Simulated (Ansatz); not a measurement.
## Pressure series in Re

Take Re in the hcp (Mg type) structure (space group P6_3/mmc, No. 194; a = 2.7751 Å, c = 4.4830 Å) as the base.

Cell and atoms are relaxed at each pressure.

The values are results of PBE (Ansatz, a first-principles code; PAW; 420 eV plane waves; no spin-orbit coupling), not measurements.

```json
[
 {"P (GPa)": "-2.01", "V (Å³/atom)": "15.034"},
 {"P (GPa)": "-1.01", "V (Å³/atom)": "14.992"},
 {"P (GPa)": "3.00", "V (Å³/atom)": "14.829"},
 {"P (GPa)": "7.00", "V (Å³/atom)": "14.676"},
 {"P (GPa)": "14.99", "V (Å³/atom)": "14.394"},
 {"P (GPa)": "30.00", "V (Å³/atom)": "13.932"},
 {"P (GPa)": "50.00", "V (Å³/atom)": "13.417"},
 {"P (GPa)": "75.00", "V (Å³/atom)": "12.884"},
 {"P (GPa)": "100.00", "V (Å³/atom)": "12.439"}
]
```

A third-order Birch–Murnaghan fit to these points gives V₀ = 14.95 Å³/atom, B₀ = 366 GPa and B₀′ = 4.3. At pressure 100 GPa the volume is 83.2 % of V₀.

Load acts through the strain it causes; cell and atoms are relaxed under it. Whether these cells are dynamically stable was not tested. No other phases were tried under pressure. The final runs are not spin-polarised.
